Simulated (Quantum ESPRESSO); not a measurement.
Quantum ESPRESSO run on LaPt2 (Fd-3m, 6 atoms in the cell): self-consistent single point.

Method of the run: LDA (PZ), GBRV 1.5 ultrasoft (LDA) pseudopotentials (plane waves; Quantum ESPRESSO).

```yaml
crystal:
  lattice:
    - [-3.91631, 0.00000, 3.91631]
    - [0.00000, 3.91631, 3.91631]
    - [-3.91631, 3.91631, 0.00000]
  atoms:
    - { symbol: La, position: [0.50000, 0.50000, 0.50000] }
    - { symbol: La, position: [0.75000, 0.75000, 0.75000] }
    - { symbol: Pt, position: [0.12500, 0.12500, 0.12500] }
    - { symbol: Pt, position: [0.62500, 0.12500, 0.12500] }
    - { symbol: Pt, position: [0.12500, 0.12500, 0.62500] }
    - { symbol: Pt, position: [0.12500, 0.62500, 0.12500] }
```

Reference input (self-consistent single point, DFT, PBEsol, plane waves, GBRV 1.5 ultrasoft (PBESOL) pseudopotentials): ecutwfc = 40 Ry; ecutrho = 320 Ry; occupations = smearing; smearing = gaussian; degauss = 0.0147 Ry; potentials = {La: la_pbesol_v1.uspp.F.UPF, Pt: pt_pbesol_v1.4.uspp.F.UPF}; K_POINTS = automatic 7 7 7 0 0 0; conv_thr = 1e-10 Ry; mixing_beta = 0.7. This run's input differs from it in these lines:

```diff
@@ -24,4 +24,4 @@
 ATOMIC_SPECIES
-La   138.9055  la_pbesol_v1.uspp.F.UPF
-Pt   195.0840  pt_pbesol_v1.4.uspp.F.UPF
+La   138.9055  la_lda_v1.uspp.F.UPF
+Pt   195.0840  pt_lda_v1.4.uspp.F.UPF
 ATOMIC_POSITIONS {angstrom}
```

Output, abridged:

```
     Self-consistent Calculation

     iteration #  1     ecut=    40.00 Ry     beta= 0.70

     negative rho (up, down):  6.207E-01 0.000E+00

     total energy              =   -1023.48071005 Ry
     estimated scf accuracy    <      31.56990820 Ry

     iteration #  2     ecut=    40.00 Ry     beta= 0.70

     negative rho (up, down):  6.442E-01 0.000E+00

     total energy              =   -1035.47527131 Ry
     estimated scf accuracy    <     121.81648078 Ry

     iteration #  3     ecut=    40.00 Ry     beta= 0.70

     negative rho (up, down):  6.663E-01 0.000E+00

     total energy              =   -1048.41124754 Ry
     estimated scf accuracy    <       8.71509930 Ry

   [... 27 blocks of this kind left out ...]

     iteration # 31     ecut=    40.00 Ry     beta= 0.70

     negative rho (up, down):  7.903E-01 0.000E+00

     total energy              =   -1048.10884518 Ry
     estimated scf accuracy    <          1.6E-10 Ry

     iteration # 32     ecut=    40.00 Ry     beta= 0.70

     negative rho (up, down):  7.903E-01 0.000E+00
     End of self-consistent calculation

     the Fermi energy is    18.2662 ev

!    total energy              =   -1048.10884518 Ry
     estimated scf accuracy    <          2.2E-11 Ry
     smearing contrib. (-TS)   =      -0.00315741 Ry
     internal energy E=F+TS    =   -1048.10568778 Ry

     convergence has been achieved in  32 iterations

     negative rho (up, down):  7.903E-01 0.000E+00

     Forces acting on atoms (cartesian axes, Ry/au):

     atom    1 type  1   force =     0.00000000    0.00000000    0.00000000
   [... zero for the other atoms too ...]

     Total force =     0.000000     Total SCF correction =     0.000000

     negative rho (up, down):  7.903E-01 0.000E+00
          total   stress  (Ry/bohr**3)                   (kbar)     P=      -87.81
  -0.00059694  -0.00000000  -0.00000000          -87.81       -0.00       -0.00
  -0.00000000  -0.00059694   0.00000000           -0.00      -87.81        0.00
  -0.00000000   0.00000000  -0.00059694           -0.00        0.00      -87.81

   JOB DONE.
```

The run converged in 32 iterations. Against the reference run the pressure goes from -5.50 to -8.78 GPa.

The starting cell comes from a database of computed structures (which also holds hypothetical and non-ambient phases and stackings), without a prior relaxation at this level. Its lattice was rescaled by a random factor within 2.5 % of one. Spin polarisation is off. With a pressure of about -9 GPa the cell is away from its equilibrium volume at this level.

Cost on one core of a shared machine: roughly 5 min.
